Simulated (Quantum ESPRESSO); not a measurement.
# Quick settings and what they miss: Li2In (Cmcm, 6 atoms in the cell)

Self-consistent single point.

```
CELL_PARAMETERS angstrom
      2.29548    -4.92019     0.00000
      2.29548     4.92019     0.00000
      0.00000     0.00000     4.57750
ATOMIC_POSITIONS crystal
  Li 0.24265 0.75735 0.75000
  Li 0.75735 0.24265 0.25000
  Li 0.58945 0.41055 0.75000
  Li 0.41055 0.58945 0.25000
  In 0.91269 0.08731 0.75000
  In 0.08731 0.91269 0.25000
```

Method of the run: LDA (PZ), GBRV 1.5 ultrasoft (LDA) pseudopotentials (plane waves; Quantum ESPRESSO).

Base settings: ecutwfc = 40 Ry; ecutrho = 200 Ry; occupations = smearing; smearing = gaussian; degauss = 0.0147 Ry; potentials = {Li: li_lda_v1.4.uspp.F.UPF, In: in_lda_v1.4.uspp.F.UPF}; K_POINTS = automatic 6 6 5 0 0 0; conv_thr = 1e-10 Ry.

Tight run (finer mesh or higher cutoff; not a proven limit): ecutwfc: 40 Ry → 56 Ry; ecutrho: 200 Ry → 280 Ry; conv_thr: 1e-10 Ry → 7.3e-11 Ry; K_POINTS: automatic 6 6 5 0 0 0 → automatic 9 9 7 0 0 0. It gave Fermi level (on the code's own zero) 6.09 eV; pressure -0.40 GPa; largest force (vector length) 0.086 eV/Å.

Quick runs, as changes from the base:
- A: the base itself
- B: ecutwfc: 40 Ry → 24 Ry; ecutrho: 200 Ry → 120 Ry; K_POINTS: automatic 6 6 5 0 0 0 → automatic 3 3 3 0 0 0
- C: ecutwfc: 40 Ry → 20 Ry; ecutrho: 200 Ry → 100 Ry; conv_thr: 1e-10 Ry → 7.3e-05 Ry; K_POINTS: automatic 6 6 5 0 0 0 → automatic 2 2 2 0 0 0
- D: ecutwfc: 40 Ry → 20 Ry; ecutrho: 200 Ry → 100 Ry; smearing: gaussian → marzari-vanderbilt; degauss: 0.0147 Ry → 0.0099958 Ry; K_POINTS: automatic 6 6 5 0 0 0 → automatic 8 8 8 1 1 1
- E: ecutwfc: 40 Ry → 28 Ry; ecutrho: 200 Ry → 140 Ry; K_POINTS: automatic 6 6 5 0 0 0 → automatic 8 8 8 0 0 0
- F: ecutwfc: 40 Ry → 32 Ry; ecutrho: 200 Ry → 160 Ry; K_POINTS: automatic 6 6 5 0 0 0 → automatic 6 6 6 1 1 1

Energies are extrapolated to zero smearing width, which holds to low order in the width alone (under cold and Methfessel-Paxton smearing the free energy itself is taken).

Dashes: time of B, C, under 30 s.

The count of work is k-points × plane waves × bands × iterations; it is no time. Core times come from one kind of shared machine and are given to one figure; runs under 30 s give none.

The starting cell comes from a database of computed structures (which also holds hypothetical and non-ambient phases and stackings), without a prior relaxation at this level. Its lattice was rescaled by a random factor within 2.5 % of one.

```csv
run,energy less tight (meV/atom),pressure less tight (GPa),largest miss in a force vector (eV/Å),count of work / tight,core time / tight (rough)
A,18.1,-0.51,0.068,0.22,0.2
B,953.3,-57.51,0.242,0.024,–
C,4217.7,-181.28,0.607,0.0075,–
D,4218.8,-183.23,0.074,0.17,0.1
E,161.8,-13.34,0.016,0.37,0.3
F,27.5,-1.34,0.089,0.15,0.1
```

Among the runs at the tight run's level, the energy misses run from 18.1 to 4218.8 meV/atom.
